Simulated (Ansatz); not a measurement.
Levels about the gap of amorphous In$_{24}$O$_{41}$Nb$_{2}$ (67 atoms in a cell of 945 Å³, 6.32 g/cm³; zone centre alone, so wide bands show as single levels with stretches between that a denser mesh fills), at the geometry that PBE relaxed, where it gives -1.5 GPa on a denser mesh. The participation number counts the atoms over which a state spreads; weights are charges in smoothed Voronoi cells. The levels come from a single point, so bond lengths are those of that geometry. Method of the levels: PBE, scalar-relativistic without spin-orbit coupling (Ansatz, an electronic-structure program). Sampling: the zone centre alone; Fermi-Dirac width 0.02 eV; no spin polarisation. At PBE the levels at the filled edge of the gap are localised (band-tail or defect states).

A CHGNet melt-quench gave the starting glass, which DFT then relaxed. O atoms were pushed apart under 1.9 Å during the dynamics, to hinder bonds among them. The hot cell started wider than the set density and was brought back towards it in steps. It is the lowest in DFT energy of 2 quenches. It is a model cell: composition and starting density were chosen by hand, and all elements were melted together. No dispersion term was used. Its density started from a set value of 6.32 and ended at 6.32 g/cm³. The quench (nominally 280 K/ps over its main leg) was far faster than any real one, so the model tends to hold more defects than a real film. A cell of this size samples the disorder only roughly. The volume was held where the preparation left it and the shape relaxed, at a PBE pressure of -1.5 GPa (tension). Stress components on the final sampling reach 1.5 GPa.

```csv
"E - E(highest filled), eV",filling,participation number,largest on,weight O,weight In,weight Nb
-0.31,filled,15.8,"O, 3 neighbours",0.94,0.05,0.00
-0.26,filled,11.5,"O, 3 neighbours",0.94,0.05,0.00
-0.20,filled,16.7,"O, 3 neighbours",0.94,0.05,0.00
-0.20,filled,11.9,"O, 3 neighbours",0.95,0.04,0.00
-0.18,filled,22.5,"O, 3 neighbours",0.94,0.05,0.00
-0.10,filled,4.9,"O, 3 neighbours",0.94,0.05,0.01
0.00,filled,5.5,"O, 3 neighbours",0.96,0.04,0.00
0.80,empty,62.3,"In, 5 neighbours",0.57,0.42,0.01
3.18,empty,32.4,"Nb, 6 neighbours",0.53,0.32,0.15
3.24,empty,24.9,"Nb, 6 neighbours",0.50,0.28,0.22
3.39,empty,44.5,"In, 6 neighbours",0.59,0.37,0.04
3.47,empty,9.9,"Nb, 6 neighbours",0.43,0.20,0.37
3.57,empty,34.4,"Nb, 6 neighbours",0.51,0.33,0.15
3.61,empty,23.7,"Nb, 6 neighbours",0.52,0.28,0.20
```

Most localised among these is the filled level at -0.10 eV, on a O atom, which has 3 neighbours (In 2.07 Å, In 2.12 Å, In 2.16 Å).
